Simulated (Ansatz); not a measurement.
ZnInNO (model structure, started from the AlSiCN type, P3m1, No. 156, 4 atoms in the cell), treated with LDA in Ansatz (plane waves, PAW).

Settings: plane-wave cutoff 520 eV, 18×18×10 k mesh (along the axes of the cell as run), Fermi–Dirac smearing 0.05 eV, scalar-relativistic PAW data made under PBE.

Cell (relaxed at this level):

```cif
data_InNOZn
_chemical_formula_sum 'In1 Zn1 O1 N1'
_space_group_name_H-M_alt 'P 1'
_space_group_IT_number 1
_cell_length_a 3.40118
_cell_length_b 3.40118
_cell_length_c 5.33893
_cell_angle_alpha 90.000
_cell_angle_beta 90.000
_cell_angle_gamma 120.000
loop_
_space_group_symop_operation_xyz
  'x, y, z'
loop_
_atom_site_label
_atom_site_type_symbol
_atom_site_fract_x
_atom_site_fract_y
_atom_site_fract_z
_atom_site_occupancy
In1 In 0.33333 0.66667 0.50999 1
Zn1 Zn 0.66667 0.33333 0.99717 1
O1 O 0.33333 0.66667 0.10998 1
N1 N 0.66667 0.33333 0.63285 1
```

Task: What does this level give for the bulk modulus?

Result: 
bulk modulus: 146 GPa

The run finds no gap.

Note: the bulk modulus is −V dP/dV from two relaxed cells at ±2 % in volume; the relaxation could raise the start's symmetry but not lower it, so the cell can be a saddle point.

Spin–orbit coupling is not included; it can open a gap where bands touch, and shift volumes and moduli.

Static lattice: no zero-point or thermal effects.

Computing time: around 6 core-minutes (rough).

A model structure was made by putting elements into a prototype or built by hand; it is no filed structure, need not be a known phase, and can be a saddle point held by its symmetry.

Ansatz is a program for electronic structure.
